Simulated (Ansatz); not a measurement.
Take CdSe in the zinc blende structure (space group F-43m, No. 216; a = 6.133 Å) as the base. Axes: x, y, z lie along the cube axes.

Calculations: r2SCAN (Ansatz, a program for electronic structure; PAW; 500 eV plane waves; without spin-orbit coupling).

For the base:

The valence-band top at Γ is 0.00, 0.00, 0.00 eV, the band gap comes out as 1.04 eV and the gap character comes out as direct at Γ.

Modification: biaxial strain −3.00 %, plane normal [001], relaxed out of plane (Cartesian); in-plane vectors clamped, the third vector and the atoms free.

Question: Predict the new valence-band top at Γ.

Answer: The valence-band top at Γ (three highest levels, from the VBM) goes from 0.00, 0.00, 0.00 eV to 0.00, 0.00, -0.26 eV.

Question: Estimate the effect on the energy relative to the base.

Answer: The energy goes up by 7.3 meV/atom.

Question: Predict the new band gap.

Answer: The band gap falls by 0.06 eV to 0.98 eV.

Question: Predict the new gap character.

Answer: The gap character stays direct at Γ.

Question: How does this affect the in-plane stress?

Answer: The mean in-plane stress (compression positive) is +1.4 GPa.

Semilocal Kohn–Sham gaps tend to fall short of experiment. Whether these cells are dynamically stable was not tested. k-point labels follow each cell's own Brillouin zone.
